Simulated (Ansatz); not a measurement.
BN under load (space group P6_3mc), r2SCAN, rigid bands run with Ansatz (a quantum-chemistry and plane-wave program). Condition of this run: hydrostatic pressure of -27 GPa (compression positive) (the target of the relaxation). Band gap 5.87 eV, N_c = 1.39e19 cm⁻³ and N_v = 4.88e19 cm⁻³ at 300 K, conductivity masses along y (a = (2.61, 0.00, 0.00) Å; b = (-1.31, 2.26, 0.00) Å; c = (0.00, 0.00, 4.32) Å) of 0.525 mₑ (electrons) and 0.825 mₑ (holes). Take k_BT = 0.02585 eV.

Problem. Find the intrinsic carrier density and the intrinsic Fermi level.

Solution. n_i = √(N_c N_v) exp(−E_g/2k_BT) = 2.60e19 × exp(−113.53) = 1.3e-30 cm⁻³. The level lies (k_BT/2) ln(N_v/N_c) = 16 meV from mid-gap (positive towards the conduction band). Each 0.1 eV added to the gap lowers n_i by a factor of 6.9.

Problem. A film of it is 5 nm thick, with its normal along the direction named. Estimate the confinement energies in an infinite well.

Solution. ħ²π²/(2m t²) = 0.376 eV·nm²/(m/mₑ × t²) gives 28.6 meV for electrons and 18.2 meV for holes, so the gap would widen to about 5.92 eV. Finite barriers and nonparabolic bands lower this, and with several valleys or bands the heaviest mass along the normal sets the lowest level, not this average.

Problem. What thermal injection velocity √(2k_BT/πm) limits a ballistic channel along the direction named?

Solution. 7.43e6 cm/s for electrons and 5.92e6 cm/s for holes, a ratio of √(m_h/m_e) = 1.25, for dilute carriers.

Rigid bands with the computed gap; masses take one relaxation time for all states. Spin-orbit coupling is left out. Geometry: cell and atoms relaxed with PBEsol.
